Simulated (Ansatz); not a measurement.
Cost and result by functional for the adsorption energy of NH3 on the 1x1 (0001) surface of corundum (cut with top plane Al), one in a 1x1 cell, started at the site 'top O', in Ansatz (plane waves, PAW). Single points on the PBE structure, on one kind of machine; costs are rough ratios of the slab run's core time (references not counted) to the cheapest single point. r2SCAN's cost holds its higher cutoff (500 against 420 eV). Differences are taken against HSE06 for comparison alone: no measured value is at hand, so the table doesn't rank accuracy. HSE06 ran on a coarser k-mesh, which lowers its cost and may carry part of its shift.

Host crystal: corundum, with a band gap (PBE, scalar-relativistic without spin-orbit coupling).

Slab: 24 atoms, 6.7 Å thick at the start under the adsorbate (thin: gaps and levels are the slab's own); k 6x6x1, smearing 0.01 eV, dipole-corrected; 9 atoms held, the rest relaxed; no symmetry held; no spin, no spin-orbit, no U, no dispersion correction. At the end it is bonded to Al. In PBE it is, or lies within 0.03 eV of, the lowest of the starts that converged. These notes are the PBE run's. Adsorption energies are against NH3(g). A negative adsorption energy means that the adsorbate is more stable on the surface than in its reference.

```tsv
functional	relative cost	adsorption energy (eV)	less HSE06 (eV)
RPBE	1	-0.77	0.26
r2SCAN	2	-1.18	-0.14
HSE06	10	-1.03	0.00
PBE (the relaxed run's value)	–	-1.00	0.03
```

The values span 0.40 eV, while the single points' costs differ by a factor of roughly 10. Differences are of unrounded values.

Ansatz is an electronic-structure program.
